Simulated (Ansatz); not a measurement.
## SnSe (model structure, started from the 4H type, P6₃mc, No. 186, 8 atoms in the cell): c axis length by level of theory

No measured value is used here.

```json
[
 {"level (code)": "LDA (Ansatz)", "value (Å)": "11.627"},
 {"level (code)": "PBE (Ansatz)", "value (Å)": "12.086"},
 {"level (code)": "PBEsol (Ansatz)", "value (Å)": "11.754"},
 {"level (code)": "PBE-D3(BJ) (Ansatz)", "value (Å)": "11.875"},
 {"level (code)": "r²SCAN (Ansatz)", "value (Å)": "11.907"},
 {"level (code)": "r²SCAN+rVV10 (Ansatz)", "value (Å)": "11.784"}
]
```

PBE-D3(BJ): a distance lies near a switch of the dispersion term, which can move the cell. Cutoffs differ between the levels. Ansatz's density-functional and Hartree–Fock values are scalar-relativistic unless marked +SOC, with PAW data made under PBE.

A model structure was made by putting elements into a prototype or built by hand; it is no filed structure, need not be a known phase, and can be a saddle point held by its symmetry.

Ansatz is a program for electronic structure.
